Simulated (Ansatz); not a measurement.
Consider PbS in the rock salt structure (space group Fm-3m, No. 225; a = 5.9027 Å). Axes: x, y, z lie along the cube axes.

Modification: biaxial strain +0.47 %, plane normal [110], relaxed out of plane (Cartesian); in-plane vectors clamped, the third vector and the atoms free.

Levels (all Ansatz, a first-principles code, PAW): PBEsol (420 eV, no SOC); r2SCAN (500 eV, no SOC); HSE06 (420 eV, spin-orbit coupling left out).

At the geometry relaxed with PBEsol, these levels gave the following band gaps, in shuffled order: (a) 0.53 eV, (b) 0.70 eV, (c) 0.18 eV.

Q: Match each gap to its level.

A: (a) r2SCAN; (b) HSE06; (c) PBEsol.

A biaxial case was relaxed in a doubled cell and then solved in the primitive one. Single points use the geometry relaxed with PBEsol. HSE06 gaps are upper bounds (no full band path). With Pb present, leaving out spin-orbit coupling can change the band edges. Whether these cells are dynamically stable was not tested. The zero or small gap of PbS can change with the level of theory.
